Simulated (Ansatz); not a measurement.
**Alloy series in Ti3InN**

The parent structure is Ti3InN in the anti-perovskite structure (space group Pm-3m, No. 221; a = 4.150 Å; a cell from a computed database, its experimental status unchecked).

The other end (x = 1) is Ti3InP in the anti-perovskite structure (space group Pm-3m, No. 221; a hypothetical phase, not in the database extracts checked): 18.47 Å³/atom, gap zero; this end may not be an ambient phase.

P replaces a fraction x of N; each row is one arrangement (x, atoms in the cell, starting space group or random), fully relaxed.

Level of theory: PBEsol (Ansatz, a program for electronic structure), no spin-orbit coupling.

Notes on the quantities. mixing energy: to 0.01 eV only: unlike meshes or grids; against an end that may be hypothetical; deviation of the volume from the linear: Vegard-type) interpolation.

```tsv
case	mixing energy	deviation of the volume from the linear	shortest interatomic distance
base	–	–	2.075 Å
x(P) = 0.5, 10 atoms, P4/mmm (arrangement A)	+0.04 eV/atom	+0.1 %	1.929 Å
x(P) = 0.5, 10 atoms, P4/mmm (arrangement B)	0.00 eV/atom	-0.3 %	1.989 Å
x(P) = 0.5, 10 atoms, Fm-3m	-0.03 eV/atom	-0.6 %	2.033 Å
```

Each cell is one ordered arrangement of few atoms, which overstates ordering effects compared with a random alloy. Whether these cells are dynamically stable was not tested. The final runs are not spin-polarised. Ti6In2PN has a high density of states at the Fermi level and may be magnetic at this level. The zero or small gap of Ti3InN, Ti3InP and Ti6In2PN can change with the level of theory.
